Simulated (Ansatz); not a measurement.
Take Lu in the hcp (Mg type) structure (space group P6_3/mmc, No. 194; a = 3.445 Å, c = 5.349 Å) as the base.

Calculations: PBEsol, PAW, 420 eV (Ansatz, a first-principles code; scalar-relativistic without spin-orbit coupling).

Before the change:

- Lattice parameter a: 3.445 Å
- Band gap: zero
- c/a ratio: 1.553

The change: full substitution Lu → Al; the structure is relaxed again.

Estimate the effect on the lattice parameter a, band gap and c/a ratio.

The lattice parameter a falls by 0.618 Å, from 3.445 Å to 2.827 Å; the band gap remains zero; the c/a ratio rises by 0.115 (1.553 → 1.668).

Stability against distortions was not tested. For Al in this form, whether it has been made was not checked. This is not the structure that Al has at room temperature and ambient pressure.
